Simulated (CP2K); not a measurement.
**Input and output of a self-consistent single point for RbCl (Fm-3m, 2 atoms in the cell) (CP2K)**

Method of the run: PBE, GPW, DZVP-MOLOPT-SR-GTH basis, GTH-PBE potentials (GTH_POTENTIALS) (CP2K 2026.2).

This input was run:

```
&GLOBAL
  PROJECT rbcl
  RUN_TYPE ENERGY_FORCE
  PRINT_LEVEL MEDIUM
&END GLOBAL
&FORCE_EVAL
  METHOD Quickstep
  STRESS_TENSOR ANALYTICAL
  &DFT
    BASIS_SET_FILE_NAME BASIS_MOLOPT
    POTENTIAL_FILE_NAME GTH_POTENTIALS
    &QS
      METHOD GPW
      EPS_DEFAULT 1E-11
    &END QS
    &MGRID
      CUTOFF 500
      REL_CUTOFF 50
      NGRIDS 5
    &END MGRID
    &SCF
      SCF_GUESS ATOMIC
      EPS_SCF 1E-7
      MAX_SCF 100
      ADDED_MOS 4
      &DIAGONALIZATION
        ALGORITHM STANDARD
      &END DIAGONALIZATION
      &MIXING
        METHOD BROYDEN_MIXING
        ALPHA 0.2
        NBUFFER 8
        BETA 1
      &END MIXING
      &SMEAR ON
        METHOD FERMI_DIRAC
        ELECTRONIC_TEMPERATURE [K] 116.05
      &END SMEAR
    &END SCF
    &KPOINTS
      SCHEME MONKHORST-PACK 9 9 9
    &END KPOINTS
    &XC
      &XC_FUNCTIONAL PBE
      &END XC_FUNCTIONAL
    &END XC
    &PRINT
      &MO
        EIGENVALUES T
        OCCUPATION_NUMBERS T
        NDIGITS 8
        FILENAME mo
        &EACH
          QS_SCF 0
        &END EACH
        ADD_LAST NUMERIC
      &END MO
      &MULLIKEN ON
      &END MULLIKEN
    &END PRINT
  &END DFT
  &SUBSYS
    &CELL
      A 4.56457500 0.00000000 0.00000000
      B 2.28228800 3.95303800 0.00000000
      C 2.28228800 1.31767900 3.72696000
      PERIODIC XYZ
    &END CELL
    &COORD
      Rb       0.00000000     0.00000000     0.00000000
      Cl       4.56457550     2.63535850     1.86348000
    &END COORD
    &KIND Rb
      BASIS_SET DZVP-MOLOPT-SR-GTH
      POTENTIAL GTH-PBE-q9
    &END KIND
    &KIND Cl
      BASIS_SET DZVP-MOLOPT-SR-GTH
      POTENTIAL GTH-PBE-q7
    &END KIND
  &END SUBSYS
  &PRINT
    &FORCES ON
    &END FORCES
    &STRESS_TENSOR ON
    &END STRESS_TENSOR
  &END PRINT
&END FORCE_EVAL
```

Log, with long lists cut:

```
 GLOBAL| Method name                                                        CP2K
 GLOBAL| Project name                                                       rbcl
 GLOBAL| Run type                                                   ENERGY_FORCE

 CELL| Volume [angstrom^3]:                                            67.249037
 CELL| Vector a [angstrom]:       4.565     0.000     0.000   |a| =     4.564575
 CELL| Vector b [angstrom]:       2.282     3.953     0.000   |b| =     4.564575
 CELL| Vector c [angstrom]:       2.282     1.318     3.727   |c| =     4.564575
 CELL| Angle (b,c), alpha [degree]:                                    60.000000
 CELL| Angle (a,c), beta  [degree]:                                    59.999995
 CELL| Angle (a,b), gamma [degree]:                                    59.999995
 CELL| Numerically orthorhombic:                                              NO
 CELL| Periodicity                                                           XYZ

 DFT| Spin restricted Kohn-Sham (RKS) calculation                            RKS
 DFT| Multiplicity                                                             1
 DFT| Number of spin states                                                    1
 DFT| Charge                                                                   0
 DFT| XC density smoothing                                                  NONE
 DFT| XC derivatives                                                          PW

 QS| Method:                                                                 GPW
 QS| Density plane wave grid type                        NON-SPHERICAL FULLSPACE
 QS| Number of grid levels:                                                    5
 QS| Density cutoff [a.u.]:                                                250.0
 QS| Multi grid cutoff [a.u.]: 1) grid level                               250.0
   [... lines left out ...]
 BRILLOUIN| Wavefunction type                                            COMPLEX
 BRILLOUIN| List of Kpoints [2 Pi/Bohr]                                      365
 BRILLOUIN| Number           Weight            X              Y              Z
 BRILLOUIN|     1           0.00274       -0.44444       -0.44444       -0.44444
 BRILLOUIN|     2           0.00274       -0.44444       -0.44444       -0.33333
 BRILLOUIN|     3           0.00274       -0.44444       -0.44444       -0.22222
   [... 362 lines left out ...]
 *******************************************************************************

 Extrapolation method: initial_guess

 Re-scaling the density matrix to get the right number of electrons
                  # Electrons              Trace(P)               Scaling factor
                           16                16.000                        1.000

 Number of electrons:                                                         16
 Number of occupied orbitals:                                                  8
 Number of molecular orbitals:                                                12

 Number of orbital functions:                                                 27
 Number of independent orbital functions:                                     27
 SCF WAVEFUNCTION OPTIMIZATION

  Step     Update method      Time    Convergence         Total energy    Change
     1 NoMix/Diag. 0.20E+00      -     0.93634295       -39.2083910785 -3.92E+01
     2 Broy./Diag. 0.20E+00      -     0.02462839       -38.6467366085  5.62E-01
     3 Broy./Diag. 0.20E+00      -     0.09935300       -38.9816739435 -3.35E-01
     4 Broy./Diag. 0.20E+00      -     0.01380737       -39.2240943968 -2.42E-01
     5 Broy./Diag. 0.20E+00      -     0.01206788       -39.1825489683  4.15E-02
     6 Broy./Diag. 0.20E+00      -     0.00099374       -39.2135070025 -3.10E-02
     7 Broy./Diag. 0.20E+00      -     0.00157194       -39.2112746749  2.23E-03
   [... 2 lines left out ...]
    10 Broy./Diag. 0.20E+00      -     0.00001641       -39.2134698250 -1.38E-04
    11 Broy./Diag. 0.20E+00      -     0.00002686       -39.2134064783  6.33E-05
    12 Broy./Diag. 0.20E+00      -     0.00000083       -39.2134195289 -1.31E-05
    13 Broy./Diag. 0.20E+00      -     0.00000198       -39.2134328703 -1.33E-05
    14 Broy./Diag. 0.20E+00      -     0.00000003       -39.2134360096 -3.14E-06
  *** SCF run converged in    14 steps ***

  Electronic density on regular grids:        -16.0000000000        0.0000000000
  Core density on regular grids:               15.9999999998       -0.0000000002
  Total charge density on r-space grids:       -0.0000000002
  Total charge density g-space grids:          -0.0000000002

  Overlap energy of the core charge distribution:               0.00000000000000
  Self energy of the core charge distribution:                -80.34576398855803
  Core Hamiltonian energy:                                     18.23987084252285
  Hartree energy:                                              29.63483359231907
  Exchange-correlation energy:                                 -6.74237645590374
  Electronic entropic energy:                                  -0.00000000000000
  Fermi energy:                                                 0.05283054520284

  Total energy:                                               -39.21343600961985
  Total energy (extrapolated to T->0):                        -39.21343600961985

                     Mulliken Population Analysis

 #  Atom  Element  Kind  Atomic population                           Net charge
       1     Rb       1          8.452096                              0.547904
       2     Cl       2          7.547904                             -0.547904
 # Total charge                             16.000000                  0.000000

 ENERGY| Total FORCE_EVAL ( QS ) energy [hartree]            -39.213437136553274

 FORCES| Atomic forces [hartree/bohr]
 FORCES|   Atom     x               y               z               |f|
 FORCES|      1  3.81508743E-16  6.41727073E-15 -5.26551305E-15   8.30978581E-15
 FORCES|      2  1.17539358E-15  1.30663879E-14 -7.39134640E-15   1.50580226E-14
 FORCES| Sum     1.55690233E-15  1.94836586E-14 -1.26568594E-14
 FORCES| Total atomic force                                       2.32858968E-14

 STRESS| Analytical stress tensor [bar]
 STRESS|                        x                   y                   z
 STRESS|      x        2.34033547514E+04   2.66331020952E-01   1.88324298429E-01
 STRESS|      y        2.66331020952E-01   2.34028562114E+04   1.44864630232E-01
 STRESS|      z        1.88324298429E-01   1.44864630232E-01   2.34028685718E+04
 STRESS| 1/3 Trace                                             2.34030265115E+04
```

The run converged in 14 iterations.

The starting cell comes from a database of computed structures (which also holds hypothetical and non-ambient phases and stackings), without a prior relaxation at this level. Its lattice was rescaled by a random factor within 2.5 % of one. Values carry the incompleteness of an atom-centred basis.

Cost on one core of a shared machine: roughly 70 s.
